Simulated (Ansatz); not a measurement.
An Ansatz (a program for electronic structure) run: Ba2TaBiO6 with a change (O → Se); r2SCAN (Ansatz; PAW; 500 eV plane waves; no spin-orbit coupling).

Input:

Ansatz 0.2 input:
```yaml
crystal:
  lattice:
    - [0, 5.3382497932, 5.3382497932]
    - [5.3382497932, 0, 5.3382497932]
    - [5.3382497932, 5.3382497932, 0]
  atoms:
    - { symbol: Ba, position: [0.25, 0.25, 0.25] }
    - { symbol: Ba, position: [0.75, 0.75, 0.75] }
    - { symbol: Ta, position: [0.5, 0.5, 0.5] }
    - { symbol: Bi, position: [0, 0, 0] }
    - { symbol: Se, position: [0.2618052283, 0.7381947717, 0.7381947717] }
    - { symbol: Se, position: [0.7381947717, 0.2618052283, 0.2618052283] }
    - { symbol: Se, position: [0.7381947717, 0.2618052283, 0.7381947717] }
    - { symbol: Se, position: [0.2618052283, 0.7381947717, 0.2618052283] }
    - { symbol: Se, position: [0.7381947717, 0.7381947717, 0.2618052283] }
    - { symbol: Se, position: [0.2618052283, 0.2618052283, 0.7381947717] }
basis: { ecutwfc: 500, ecutrho_ratio: 4, xc_grid: 4, fft_grid_basis: typed }
kpoints: { mp_grid: { grid: [6, 6, 6] } }
hamiltonian:
  xc: r2scan
  dispersion: none
  pseudopotentials: { kind: paw }
scf: { occupations: { method: fermi_dirac, width: 0.05 }, convergence: { dr2_threshold: 0.000000001 } }
output: { forces: true, stress: true }
checkpoint: { write: state.ck, write_every: 1000 }
```

Output (explanatory and most iteration lines left out):

```
Pseudopotential: Ba, paw, valence charge 10
Pseudopotential: Ta, paw, valence charge 13
Pseudopotential: Bi, paw, valence charge 15
Pseudopotential: Se, paw, valence charge 16
Crystal: 10 atoms, lattice volume = 304.247 Å³
Basis set: ecut = 500 eV, 7727 PW (Γ), exchange–correlation on 240×240×240 points (64 copies of the dense FFT grid, shifted against one another)
Bands: 82, of which v1, the nominal top of the filled ones, is band 72 counted from 1 (71 counted from 0)
Symmetry: 48 space group operations
Space group: Fm-3m (ITA 225), of the structure as read, at distance tolerance 6.7e-5 Å
k-points: 16 of 216
Functional: x = r2scan, c = r2scan; τ floored in thin density (d = 2e-4 eV/Å³)
SCF iter   1: F=—  HF=-67165.151295 eV  |F-HF|=—  |Δ(HF+E_count)|=         —  Δρ=7.37e-3  dr2=3.73e-1  dr2_τ=5.84e-2  ethr=1.77e-3  ⟨swp⟩=7.1  Hψ=5044  notcnv=0  defer=4
SCF iter   2: F=—  HF=-67165.198732 eV  |F-HF|=—  |Δ(HF+E_count)|=   4.74e-2  Δρ=3.09e-3  dr2=5.39e-2  dr2_τ=1.38e-2  ethr=2.59e-4  ⟨swp⟩=3.0  Hψ=2136  notcnv=0  defer=42
SCF 1 converged in 10 iterations: F = -67165.193964 eV  dr2 = 5.87e-11
SCF converged after 10 iterations
Free energy (F): -67165.193964 eV
Internal energy: -67165.193929 eV  (E = F + TS)
E sigma→0 (E₀):  -67165.193946 eV
Entropy (-TS):   -0.000035 eV (-0.003 meV/atom)
Fermi energy:    8.542766 eV
--- Forces (eV/Å), atoms counted from 1 ---
  atom   1  Ba     0.00000000    -0.00000000     0.00000000
  atom   2  Ba     0.00000000    -0.00000000    -0.00000000
  atom   3  Ta     0.00000000     0.00000000    -0.00000000
  atom   4  Bi     0.00000000    -0.00000000    -0.00000000
  atom   5  Se     0.00062875    -0.00000000     0.00000000
  atom   6  Se    -0.00062875     0.00000000    -0.00000000
  atom   7  Se     0.00000000     0.00062875     0.00000000
  atom   8  Se     0.00000000    -0.00062875     0.00000000
  atom   9  Se     0.00000000     0.00000000     0.00062875
  atom  10  Se     0.00000000     0.00000000    -0.00062875
--- Stress (GPa, compression-positive) ---
       -0.001442      -0.000000      -0.000000
       -0.000000      -0.001442      -0.000000
       -0.000000      -0.000000      -0.001442
  P = ⅓ Tr σ = -0.0014 GPa (-0.014 kbar)
```

With Bi and Ta present, leaving out spin-orbit coupling can change the band edges. No phonon test of stability was made. The cell was made from Ba2TaBiO6 by this change: O → Se; the result is a hypothetical phase, not in the database extracts checked.
